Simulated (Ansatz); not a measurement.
# Fermi-surface data of YSb (Fm-3m)

```xyz
2
Lattice="0.0000 3.0592 3.0592 3.0592 0.0000 3.0592 3.0592 3.0592 0.0000" Properties=species:S:1:pos:R:3 pbc="T T T"
Y      3.0592     3.0592     3.0592
Sb     0.0000     0.0000     0.0000
```

Computed with PBEsol, rigid bands (plane waves, PAW, scalar-relativistic; Ansatz, a first-principles code). Geometry: cell and atoms relaxed with PBEsol.

```
Quantity                                                           Value
------------------------------------  ----------------------------------
density of states at the Fermi level  0.297 states/(eV·cell), both spins
bare Sommerfeld coefficient                    0.35 mJ/(mol of atoms·K²)
Drude plasma energy                                               2.7 eV
root-mean-square Fermi velocity                                7.4e5 m/s
resistivity times τ                                      66 ×10⁻²² Ω·m·s
```

A metal at this level (no band gap); rigid bands, thermally averaged at 300 K, both spins. Spin-orbit coupling is left out. τ is one relaxation time for all states.

Formula and space group known from diffraction (Crystallography Open Database), not checked to be the room-temperature form: YSb (Fm-3m).
